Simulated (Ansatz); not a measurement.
The parent structure is BN in the zinc blende structure (space group F-43m, No. 216; a = 3.606 Å).

It is then changed as follows: P takes the place of N on all its sites; the structure is relaxed again.

Levels (all Ansatz, a program for electronic structure, PAW): PBEsol (420 eV, spin-orbit coupling left out); r2SCAN (500 eV, without spin-orbit coupling); HSE06 (420 eV, without spin-orbit coupling).

At the geometry relaxed with PBEsol, these levels gave the following band gaps, in shuffled order: (a) 1.94 eV, (b) 1.11 eV, (c) 1.40 eV.

Q: Match each gap to its level.

A: (a) HSE06; (b) PBEsol; (c) r2SCAN.

Single points use the geometry relaxed with PBEsol. HSE06 gaps are upper bounds (no full band path). Stability against distortions was not tested.
